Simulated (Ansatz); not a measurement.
Results of r²SCAN (plane waves, PAW; Ansatz, a first-principles code) for NbC2 (model structure, started from the YC2 type, I4/mmm, No. 139, 3 atoms in the cell).

Numerical settings: plane-wave cutoff 560 eV, 22×22×22 k mesh, Fermi–Dirac smearing 0.05 eV, no spin polarisation, scalar-relativistic PAW data made under PBE.

Cell (relaxed at this level):

```cif
data_C4Nb2
_chemical_formula_sum 'Nb2 C4'
_space_group_name_H-M_alt 'I4/mmm'
_space_group_IT_number 139
_space_group_name_Hall '-I 4 2'
_cell_length_a 3.20464
_cell_length_b 3.20464
_cell_length_c 5.87141
_cell_angle_alpha 90.000
_cell_angle_beta 90.000
_cell_angle_gamma 90.000
loop_
_atom_site_label
_atom_site_type_symbol
_atom_site_symmetry_multiplicity
_atom_site_Wyckoff_symbol
_atom_site_fract_x
_atom_site_fract_y
_atom_site_fract_z
_atom_site_occupancy
Nb1 Nb 2 a 0.00000 0.00000 0.00000 1
C1 C 4 e 0.00000 0.00000 0.38493 1
```
(The calculation used a cell of 3 atoms; values per cell refer to that cell.)

Task: Predict the bulk modulus.

Result: 
bulk modulus: 227 GPa

Note: the bulk modulus is −V dP/dV from two relaxed cells at ±2 % in volume; the relaxation could raise the start's symmetry but not lower it, so the cell can be a saddle point.

The result took very roughly 14 core-minutes.

A model structure was made by putting elements into a prototype or built by hand; it is no filed structure, need not be a known phase, and can be a saddle point held by its symmetry.
